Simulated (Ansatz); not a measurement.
Method: PBE (plane waves to 420 eV, PAW; Ansatz, an electronic-structure program).

Plane-averaged electrostatic potential energy along the normal, in eV from the Fermi level, for the (100) surface of rock-salt TiC, Ta on all Ti sites of the second plane (bottom of the slab: a bare face, its two planes held):

(z (Å), V (eV)): (3.66, 4.06); (3.94, 4.06); (4.22, 4.06); (4.50, 4.05); (4.78, 4.05); (5.06, 4.03); (5.34, 4.01); (5.62, 3.96); (5.91, 3.86); (6.19, 3.65); (6.47, 3.22); (6.75, 2.34); (7.03, 0.49); (7.31, -3.79); (7.59, -10.50); (7.88, -16.17); (8.16, -16.38); (8.44, -10.99); (8.72, -4.35); (9.00, -0.67); (9.28, -1.21); (9.56, -5.86); (9.84, -12.87); (10.12, -17.35); (10.41, -15.58); (10.69, -9.12); (10.97, -3.06); (11.25, -0.63); (11.53, -2.56); (11.81, -8.31); (12.09, -15.08); (12.38, -17.65); (12.66, -13.83); (12.94, -6.91); (13.22, -1.97); (13.50, -1.07); (13.78, -4.45); (14.06, -10.89); (14.34, -16.79); (14.62, -17.42); (14.91, -12.09); (15.19, -5.36); (15.47, -2.02); (15.75, -3.24); (16.03, -8.23); (16.31, -16.56); (16.59, -23.93); (16.88, -23.45); (17.16, -15.38); (17.44, -7.00); (17.72, -2.65); (18.00, -2.71); (18.28, -6.68); (18.56, -12.63); (18.84, -17.04); (19.12, -15.80); (19.41, -9.22); (19.69, -2.34); (19.97, 1.16); (20.25, 2.64); (20.53, 3.34); (20.81, 3.66); (21.09, 3.82); (21.38, 3.89); (21.66, 3.93); (21.94, 3.94); (22.22, 3.95); (22.50, 3.96); (22.78, 3.96); (23.06, 3.96); (23.34, 3.96)

Slab: 12 atoms, 11.0 Å thick at the start with caps and adatoms (thin: gaps and levels are the slab's own); k 12x12x1, smearing 0.1 eV, dipole-corrected; 4 atoms held, the rest relaxed; held to the start's symmetry, so lower structures may exist; no spin, no spin-orbit, no U. In PBE it lies 0.18 eV a 1x1 cell over the lowest computed structure of the same composition (Ta on all Ti sites of the top plane).

The vacuum level lies 3.96 eV above the Fermi level over the top face and 4.06 eV above it under the bottom face.
